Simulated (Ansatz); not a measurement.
A set of related cells and their size of the site moment on Rh.

Cell A: a sheet of composition Rh2, 2 atoms, hexagonal cell of 4.05 Å (14.2 Å²), symmetry P6/mmm, 0.0 Å thick under 16 Å of vacuum, in-plane vectors relaxed; planes from bottom to top: Rh2, all atoms in one plane; a model cell; spin state with PBE: no moments, k-point mesh 18×18×1.
```
CELL_PARAMETERS angstrom
      4.05432     0.00000     0.00000
     -2.02716     3.51114     0.00000
      0.00000     0.00000    16.00000
ATOMIC_POSITIONS crystal
  Rh 0.33333 0.66667 0.50000
  Rh 0.66667 0.33333 0.50000
```

Cell B: a sheet of composition Rh, 1 atom, square cell of 2.43 Å (5.9 Å²), symmetry P4/mmm, 0.0 Å thick under 16 Å of vacuum, in-plane vectors relaxed; planes from bottom to top: Rh; a model cell; spin state with PBE: no moments, k-point mesh 24×24×1.
```xyz
1
Lattice="2.4313 0.0000 0.0000 0.0000 2.4313 0.0000 0.0000 0.0000 16.0000" Properties=species:S:1:pos:R:3 pbc="T T T"
Rh     0.0000     0.0000     8.0000
```

Cell C: a sheet of composition Rh3, 3 atoms, hexagonal cell of 4.94 Å (21.1 Å²), symmetry P6/mmm, 0.0 Å thick under 16 Å of vacuum, in-plane vectors relaxed; planes from bottom to top: Rh3, all atoms in one plane; a model cell; spin state with PBE: parallel moments, net moment 3.5 μB a cell, k-point mesh 18×18×1.
```
Rh
1.0
    4.93938     0.00000     0.00000
   -2.46969     4.27763     0.00000
    0.00000     0.00000    16.00000
Rh
3
Direct
  0.50000   0.00000   0.50000
  0.00000   0.50000   0.50000
  0.50000   0.50000   0.50000
```

Cell D: a sheet of composition Rh, 1 atom, hexagonal cell of 2.57 Å (5.7 Å²), symmetry P6/mmm, 0.0 Å thick under 16 Å of vacuum, in-plane vectors relaxed; planes from bottom to top: Rh; a model cell; spin state with PBE: net moment 1.1 μB a cell, k-point mesh 30×30×1.
```yaml
crystal:
  lattice:
    - [2.57251, 0.00000, 0.00000]
    - [-1.28626, 2.22786, 0.00000]
    - [0.00000, 0.00000, 16.00000]
  atoms:
    - { symbol: Rh, position: [0.00000, 0.00000, 0.50000] }
```

Computed with Ansatz (plane waves, PAW), its default PAW set, cutoff 420 eV. The structures are at rest with PBE. Neutral cells; Fermi-Dirac smearing of at most 0.10 eV in the solids, energies taken to zero width. No search over spin orders was made beyond those shown. A dispersion term ran beside these levels; it doesn't touch the electrons. Spin density integrated in a sphere around each atom; mean over the atoms, with the range where they differ.

Values (μB):

```tsv
cell	PBE
A	0.00
B	0.00
C	1.00
D	0.95
```

With PBE the value is lowest for A and B and highest for C.

Ansatz is an electronic-structure program.
